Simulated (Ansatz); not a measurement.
Base system: InAs in the zinc blende structure (space group F-43m, No. 216; a = 6.109 Å).

Method: DFT with r2SCAN, PAW potentials and a 500 eV plane-wave cutoff in Ansatz (a first-principles code), spin-orbit coupling left out.

For the base:

| Item | Value |
|---|---|
| Volume per atom | 28.50 Å³ |
| Band gap | 0.08 eV |

Now apply this change: Ag takes the place of In on all its sites; the structure is relaxed again.

Tabulated Pauling electronegativity and covalent radius: In 1.78, 1.42 Å; Ag 1.93, 1.45 Å.

Q: What does the calculation give for the volume per atom and band gap after the change?

A: The volume per atom decreases by 3.96 Å³ (28.50 Å³ → 24.54 Å³); the band gap becomes zero (base: 0.08 eV).

Whether these cells are dynamically stable was not tested. As relaxed here, AgAs is a hypothetical phase, not in the database extracts checked. The final runs are not spin-polarised. The zero or small gap of InAs can change with the level of theory.
